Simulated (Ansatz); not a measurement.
Start from BiB in the zinc blende structure (space group F-43m, No. 216; a = 5.456 Å; a hypothetical phase, not in the database extracts checked). Axes: x, y, z lie along the cube axes.

It is then changed as follows: tensor shear ε_xz = −2.49 % (engineering shear γ = -0.0498), atoms relaxed at fixed cell.

Levels (all Ansatz, a program for electronic structure, PAW): PBEsol (420 eV, without spin-orbit coupling); r2SCAN (500 eV, no spin-orbit coupling); HSE06 (420 eV, no spin-orbit coupling).

One geometry, relaxed with PBEsol, under each level:

| level | band gap | pressure |
|---|---|---|
| PBEsol | zero | 0.2 GPa |
| r2SCAN | 0.13 eV | 1.8 GPa |
| HSE06 | ___ | – |

**Question.** Give the withheld HSE06 results.

**Answer.** 
- HSE06, band gap: 0.54 eV

Single points use the geometry relaxed with PBEsol. Their cutoffs differ, which shifts pressures a little. The hybrid gap comes from the SCF mesh plus the semilocal run's edge points and a few special points and is an upper bound. With Bi present, leaving out spin-orbit coupling can change the band edges. The cells carry an imposed strain or load. Whether these cells are dynamically stable was not tested. The final runs are not spin-polarised. Gaps under 0.05 eV, about the width of the smearing, are given as zero. A zero or small gap of BiB under tensor shear ε_xz = −2.49 % can be the functional's error rather than a property of the material.
